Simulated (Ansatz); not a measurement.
BP (model structure, started from the BeO type, P4₂/mnm, No. 136, 8 atoms in the cell)

Method: r²SCAN in Ansatz (PAW).

Settings: plane-wave cutoff 560 eV, 6×6×10 k mesh (along the axes of the cell as run), Fermi–Dirac smearing 0.01 eV, scalar-relativistic PAW data made under PBE.

Cell (relaxed at this level):

```yaml
crystal:
  lattice:
    - [5.55154, 0.00000, 0.00000]
    - [0.00000, 5.55154, 0.00000]
    - [0.00000, 0.00000, 3.19666]
  atoms:
    - { symbol: B, position: [0.32164, 0.67836, 0.00000] }
    - { symbol: B, position: [0.67836, 0.32164, 0.00000] }
    - { symbol: B, position: [0.82164, 0.82164, 0.50000] }
    - { symbol: B, position: [0.17836, 0.17836, 0.50000] }
    - { symbol: P, position: [0.31926, 0.31926, 0.00000] }
    - { symbol: P, position: [0.68074, 0.68074, 0.00000] }
    - { symbol: P, position: [0.18074, 0.81926, 0.50000] }
    - { symbol: P, position: [0.81926, 0.18074, 0.50000] }
```

| Property | Result |
|---|---|
| band gap | 0.55 eV (indirect) |
| smallest direct gap on the k points sampled | 1.50 eV |

Note: the relaxation could raise the start's symmetry but not lower it, so the cell can be a saddle point.

A model structure was made by putting elements into a prototype or built by hand; it is no filed structure, need not be a known phase, and can be a saddle point held by its symmetry.

Ansatz is a program for electronic structure.
